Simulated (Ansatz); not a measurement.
**Ge2Os (C2/m, No. 12; cell taken from a computed entry)**

Computed with r²SCAN in Ansatz (PAW).

Numerical settings: plane-wave cutoff 500 eV, 14×14×6 k mesh (along the axes of the cell as run), Fermi–Dirac smearing 0.05 eV, no spin polarisation, scalar-relativistic PAW data made under PBE.

Cell (relaxed at this level):

```cif
data_Ge4Os2
_chemical_formula_sum 'Ge4 Os2'
_space_group_name_H-M_alt 'P 1'
_space_group_IT_number 1
_cell_length_a 4.75892
_cell_length_b 4.75892
_cell_length_c 7.70944
_cell_angle_alpha 117.442
_cell_angle_beta 117.442
_cell_angle_gamma 38.183
loop_
_space_group_symop_operation_xyz
  'x, y, z'
loop_
_atom_site_label
_atom_site_type_symbol
_atom_site_fract_x
_atom_site_fract_y
_atom_site_fract_z
_atom_site_occupancy
Ge1 Ge 0.85593 0.85593 0.46779 1
Ge2 Ge 0.14407 0.14407 0.53221 1
Ge3 Ge 0.60133 0.60133 0.89153 1
Ge4 Ge 0.39867 0.39867 0.10847 1
Os1 Os 0.15450 0.15450 0.20118 1
Os2 Os 0.84550 0.84550 0.79882 1
```

| Item | Value |
|---|---|
| band gap | zero (no gap) |

Note: the relaxation could not lower the start's symmetry, so the cell can be a saddle point above a distorted one.

Spin–orbit coupling is not included.

The computed numbers hold no vibrational or temperature effects.

Cost on a shared machine: about 6 core-minutes (a rough figure).

Ansatz is a quantum-chemistry and plane-wave program.
